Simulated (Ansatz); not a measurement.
MoSeS (P-6m2, No. 187, 12 atoms in the cell; start mp-1027580) was calculated with LDA (plane waves, PAW; Ansatz, a first-principles code).

Numerical settings: plane-wave cutoff 520 eV, 12×12×2 k mesh (along the axes of the cell as run), Fermi–Dirac smearing 0.01 eV, no spin polarisation, scalar-relativistic PAW data made under PBE.

Cell (relaxed with PBE-D3(BJ)):

```xyz
12
Lattice="3.2106 0.0000 0.0000 -1.6053 2.7804 0.0000 0.0000 0.0000 24.8222" Properties=species:S:1:pos:R:3 pbc="T T T"
Mo     0.0000     0.0000     0.0178
Mo     0.0000     0.0000    12.4293
Mo     0.0000     1.8536     6.2236
Mo     0.0000     1.8536    18.6347
Se     0.0000     0.0000     7.9218
Se     0.0000     0.0000    20.3329
Se     0.0000     0.0000     4.5253
Se     0.0000     0.0000    16.9364
S      0.0000     1.8536    -1.5283
S      0.0000     1.8536    10.8832
S      0.0000     1.8536     1.5639
S      0.0000     1.8536    13.9753
```

**Question.** Predict the band gap, smallest direct gap on the k points sampled and direct gap at Γ.

**Answer.** 
band gap: 0.65 eV
smallest direct gap on the k points sampled: 0.90 eV
direct gap at Γ: 1.80 eV

Note: cell and atoms aren't relaxed at this level (largest force component 0.46 eV/Å, pressure -3.7 GPa).

Spin–orbit coupling is not included.

The computed numbers hold no vibrational or temperature effects.

It cost roughly 2.9 core-minutes of CPU time.

A start named mp-… is a Materials Project structure, which need not be a measured phase.
